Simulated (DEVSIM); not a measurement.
System: abrupt Si p-n junction, at 300 K.

Layer 1 from the left is Si, thickness (μm) 0.630, Na (cm⁻³) 1.6e16, τn (s) 1.2e-5, τp (s) 1.2e-5. Layer 2 from the left is Si, thickness (μm) 0.400, Nd (cm⁻³) 1.5e16, τn (s) 1.2e-5, τp (s) 1.2e-5.

Left contact: ohmic. Right contact: ohmic. Voltage is applied to the left contact. Recombination: SRH at mid-gap, radiative. Mobility is μmin + (μ − μmin)/(1 + (N/Nref)^α).

The device is made up for the run: typed textbook-type constants, with dimensions and the other settings drawn at random. Values at 300 K.

Si: gap (eV) 1.124, affinity (eV) 4.05, permittivity 11.7, Nc (cm⁻³) 2.86e19, Nv (cm⁻³) 3.1e19, μn (cm²/Vs) 1417, μp (cm²/Vs) 470, μn,min 52, μp,min 45, Nref,n 9.7e16, Nref,p 2.2e17, αn 0.68, αp 0.72, B (cm³/s) 4.7e-15.

Model (solved in DEVSIM): 1D drift-diffusion, Boltzmann statistics, complete ionisation; no tunnelling, impact ionisation, image-force lowering or self-heating.

Dark forward current:

| |V| (V) | |J| (A/cm²) |
|---|---|
| 0.05 | 7.865e-9 |
| 0.10 | 5.979e-8 |
| 0.15 | 4.085e-7 |
| 0.20 | 2.762e-6 |
| 0.25 | 1.867e-5 |
| 0.30 | 0.0001263 |
| 0.35 | 0.0008532 |
| 0.40 | 0.005761 |
| 0.45 | 0.03884 |
| 0.50 | 0.2612 |
| 0.55 | 1.749 |
| 0.60 | 11.54 |
| 0.65 | 71.46 |
| 0.70 | 354.1 |
| 0.75 | 1180 |
| 0.80 | 2768 |

### Question
Work out the local ideality factor n = ΔV / (kT/q · ln(J2/J1)) between the rows 0.15 and 0.20 V, 0.25 and 0.30 V, 0.75 and 0.80 V.

### Answer
kT/q = 25.85 mV. From 0.15 to 0.20 V: ln(2.762e-6/4.085e-7) = 1.911, n = 1.01, near the 1 of diffusion or emission over a barrier. From 0.25 to 0.30 V: ln(0.0001263/1.867e-5) = 1.912, n = 1.01, near the 1 of diffusion or emission over a barrier. From 0.75 to 0.80 V: ln(2768/1180) = 0.853, n = 2.27.

### Question
Estimate the current at 0.35 V from the Shockley equation with J0 = Σ q ni² D/(N L) coth(W/L), τ joining the SRH, radiative and Auger lifetimes that are on, and W taken as the whole layer.

### Answer
ni² = 1.16e20 cm⁻⁶; electrons in the p layer: μ = 1110 cm²/Vs, D = 28.6 cm²/s, τ = 1.20e-5 s, L = 185 μm, W/L = 0.0034, term 5.27e-10 A/cm²; holes in the n layer: μ = 416 cm²/Vs, D = 10.8 cm²/s, τ = 1.20e-5 s, L = 114 μm, W/L = 0.0035, term 3.33e-10 A/cm². J0 = 8.60e-10 A/cm², and J = J0 exp(qV/kT) = 0.000653 A/cm². The simulation gives 0.000853 A/cm²; the estimate lies 24 % below. The estimate leaves out recombination in the depletion region and that region's share of W.
